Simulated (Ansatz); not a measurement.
Density of states of Cr2AlC (P6_3/mmc) near the Fermi level, PBEsol, rigid bands (Ansatz, an electronic-structure program).

```tsv
E − E_F (eV)	states/eV/cell
-1.95	4.76
-1.85	3.37
-1.75	3.11
-1.65	3.40
-1.55	4.10
-1.45	4.68
-1.35	3.65
-1.25	3.50
-1.15	3.55
-1.05	3.61
-0.95	4.44
-0.85	5.65
-0.75	4.47
-0.65	4.33
-0.55	4.23
-0.45	4.24
-0.35	5.34
-0.25	9.84
-0.15	5.79
-0.05	5.54
0.05	5.92
0.15	7.03
0.25	9.64
0.35	10.2
0.45	2.24
0.55	3.97
0.65	11.8
0.75	17.2
0.85	11.7
0.95	6.69
1.05	5.64
1.15	6.05
1.25	6.66
1.35	5.90
1.45	5.55
1.55	5.35
1.65	5.33
1.75	5.40
1.85	3.94
1.95	2.36
```

### Question
With 8 atoms a cell, what bare Sommerfeld coefficient γ = (π²/3) k_B² N(E_F) follows?

### Answer
N(E_F) ≈ 5.7 states/eV a cell at 300 K, so γ ≈ 1.68 mJ/(mol of atoms·K²), before many-body enhancement (phonons, spin fluctuations, correlation).

### Question
How far does the Fermi level move in a rigid band for 0.1 electron a cell added or removed?

### Answer
17 meV and -18 meV.

A metal at this level (no band gap); rigid bands, thermally averaged at 300 K, both spins. Spin-orbit coupling is left out. Geometry: cell and atoms relaxed with PBEsol.

Computed structure with no diffraction record at hand here (it may be known, metastable or hypothetical): Cr2AlC (P6_3/mmc). Treated as nonmagnetic (a ferromagnetic start lost its moment, other orders weren't tried): Cr2AlC (P6_3/mmc).
